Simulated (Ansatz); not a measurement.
Band structure of HgPt3 (Cmmm, 4 atoms in the cell).

```
CELL_PARAMETERS angstrom
      2.98345    -4.06675     0.00000
      2.98345     4.06675     0.00000
      0.00000     0.00000     2.97454
ATOMIC_POSITIONS crystal
  Hg 0.00000 0.00000 0.00000
  Pt 0.50000 0.50000 0.00000
  Pt 0.00000 0.50000 0.50000
  Pt 0.50000 0.00000 0.50000
```

Level of theory: LDA (PW92), PAW files made with PBE (plane waves; Ansatz, a program for electronic structure).

Settings: kpoints.mp_grid.grid = 6 6 9; hamiltonian.xc = lda; hamiltonian.pseudopotentials = {kind: paw} (an earlier, softer set of the program's PAW files); scf.occupations.method = gaussian; scf.occupations.width = 0.2 eV; kpoints.band_path.npoints = 8.

The starting cell comes from a database of computed structures (which also holds hypothetical and non-ambient phases and stackings), without a prior relaxation at this level. Its lattice was rescaled by a random factor within 2.5 % of one. Spin-orbit coupling is off. Spin polarisation is off.

Levels in eV from the Fermi level, bands 34 to 41:
| point | 34 | 35 | 36 | 37 | 38 | 39 | 40 | 41 |
|---|---|---|---|---|---|---|---|---|
| Γ | -0.65 | -0.65 | -0.37 | 0.06 | 0.12 | 0.25 | 1.91 | 3.17 |
| X | -1.64 | -1.53 | -1.07 | -1.00 | -0.59 | -0.56 | 1.95 | 7.97 |
| S | -1.37 | -1.11 | -0.98 | -0.96 | 0.16 | 1.38 | 2.30 | 5.30 |
| R | -0.97 | 0.06 | 0.12 | 0.62 | 1.87 | 1.96 | 2.27 | 5.25 |
| A | -0.40 | -0.24 | 0.06 | 0.81 | 0.90 | 1.31 | 1.52 | 3.25 |
| Z | -1.41 | -1.30 | 0.29 | 0.29 | 1.22 | 3.93 | 5.39 | 6.44 |
| Y | -1.66 | -1.54 | -1.35 | -1.31 | -0.68 | -0.37 | 1.22 | 8.85 |
| X1 | -1.64 | -1.53 | -1.07 | -1.00 | -0.59 | -0.56 | 1.95 | 7.97 |
| A1 | -0.40 | -0.24 | 0.06 | 0.81 | 0.90 | 1.31 | 1.52 | 3.25 |
| T | -0.02 | 0.06 | 0.14 | 0.28 | 0.32 | 1.21 | 1.40 | 2.98 |

Bands cross the Fermi level along this path, so the cell is metallic at this level.

Keys are those of Ansatz 0.2.
